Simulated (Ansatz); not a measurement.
Base system: InSb in the zinc blende structure (space group F-43m, No. 216; a = 6.6350 Å).

Level of theory: PBE, PAW, 420 eV (Ansatz, a quantum-chemistry and plane-wave program; spin-orbit coupling left out), earlier PAW set.

For the base:

| Item | Value |
|---|---|
| Pressure | 0.0 GPa |
| Band gap | zero |

One thing is altered: an isotropic linear strain of +2.45 %; the atoms relax in the strained cell.

Problem. What does the calculation give for the energy relative to the base, pressure and band gap after the change?

Solution. The energy increases by 20 meV/atom; the pressure goes from zero to -2.2 GPa; the band gap remains zero.

With Sb present, leaving out spin-orbit coupling can change the band edges. Whether these cells are dynamically stable was not tested. All final runs are without spin polarisation. The zero or small gap of InSb can change with the level of theory.
